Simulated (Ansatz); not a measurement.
**(12,12) carbon nanotube**

Level of theory: PBE (plane waves to 420 eV, PAW; Ansatz, a quantum-chemistry and plane-wave program). Mesh 1×1×30. No spin polarisation. It repeats along c; a and b span vacuum. An idealised model, rolled from the flat sheet. It keeps the symmetry and period of its start, so it need not be a minimum against all distortions. Buckling under compression is shut out by symmetry and the short period.

* **period along the axis (48 atoms)**: 2.466 Å
* **mean diameter**: 16.35 Å
* **energy over the flat sheet**: +29 meV/atom
* **PBE gap**: none (under 0.01 eV)
* **crossings of the Fermi level between Γ and the zone edge (49 points)**: 2, each for both spins (ideal conductance 2 × 2e²/h)
* **work function (PBE)**: 4.29 eV
* **axial stiffness dF/dε**: 1730 nN

```
CELL_PARAMETERS angstrom
     27.50000     0.00000     0.00000
      0.00000    27.50000     0.00000
      0.00000     0.00000     2.46649
ATOMIC_POSITIONS crystal
  C  0.79610 0.52590 0.50000
  C  0.79271 0.55162 0.00000
  C  0.77931 0.60165 0.00000
  C  0.76938 0.62562 0.50000
  C  0.74348 0.67048 0.50000
  C  0.72768 0.69106 0.00000
  C  0.69106 0.72768 0.00000
  C  0.67048 0.74348 0.50000
  C  0.62562 0.76938 0.50000
  C  0.60165 0.77931 0.00000
  C  0.55162 0.79271 0.00000
  C  0.52590 0.79610 0.50000
  C  0.47410 0.79610 0.50000
  C  0.44838 0.79271 0.00000
  C  0.39835 0.77931 0.00000
  C  0.37438 0.76938 0.50000
  C  0.32952 0.74348 0.50000
  C  0.30894 0.72768 0.00000
  C  0.27232 0.69106 0.00000
  C  0.25652 0.67048 0.50000
  C  0.23062 0.62562 0.50000
  C  0.22069 0.60165 0.00000
  C  0.20729 0.55162 0.00000
  C  0.20390 0.52590 0.50000
  C  0.20390 0.47410 0.50000
  C  0.20729 0.44838 0.00000
  C  0.22069 0.39835 0.00000
  C  0.23062 0.37438 0.50000
  C  0.25652 0.32952 0.50000
  C  0.27232 0.30894 0.00000
  C  0.30894 0.27232 0.00000
  C  0.32952 0.25652 0.50000
  C  0.37438 0.23062 0.50000
  C  0.39835 0.22069 0.00000
  C  0.44838 0.20729 0.00000
  C  0.47410 0.20390 0.50000
  C  0.52590 0.20390 0.50000
  C  0.55162 0.20729 0.00000
  C  0.60165 0.22069 0.00000
  C  0.62562 0.23062 0.50000
  C  0.67048 0.25652 0.50000
  C  0.69106 0.27232 0.00000
  C  0.72768 0.30894 0.00000
  C  0.74348 0.32952 0.50000
  C  0.76938 0.37438 0.50000
  C  0.77931 0.39835 0.00000
  C  0.79271 0.44838 0.00000
  C  0.79610 0.47410 0.50000
```
